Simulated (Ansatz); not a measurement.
Base system: Sn (space group I4_1/amd, No. 141; a = 5.950 Å, c = 3.214 Å; relaxed with 0.1 eV smearing). Axes: x, y, z lie along a, b, c of the conventional cell.

(Cell as relaxed with PBE.)

Levels (all Ansatz, a quantum-chemistry and plane-wave program, PAW, earlier PAW set): PBE (420 eV, no spin-orbit coupling); r2SCAN (500 eV, no spin-orbit coupling).

Each level relaxes its own structure.

| base | PBE | r2SCAN |
|---|---|---|
| volume per atom | 28.44 Å³ | 27.63 Å³ |
| lattice parameter a | 5.950 Å | 5.888 Å |
| band gap | zero | zero |

Perturbation: biaxial strain −4.86 %, plane normal [001], relaxed out of plane (Cartesian); in-plane vectors clamped, the third vector and the atoms free.

| quantity | PBE | r2SCAN |
|---|---|---|
| out-of-plane strain | +4.89 % | +5.44 % |
| energy relative to the base (free energy F) | +44 meV/atom | +46 meV/atom |
| mean in-plane stress (compression positive) | +5.4 GPa | +5.7 GPa |

PBE's out-of-plane strain lies 0.558 % below r2SCAN's; PBE's energy relative to the base lies 2.5 meV/atom below r2SCAN's; PBE's in-plane stress lies 0.3 GPa below r2SCAN's. Neither level is exact; r2SCAN is the comparison here, not a measurement.

A biaxial case was relaxed in a doubled cell and then solved in the primitive one. Stability against distortions was not tested.
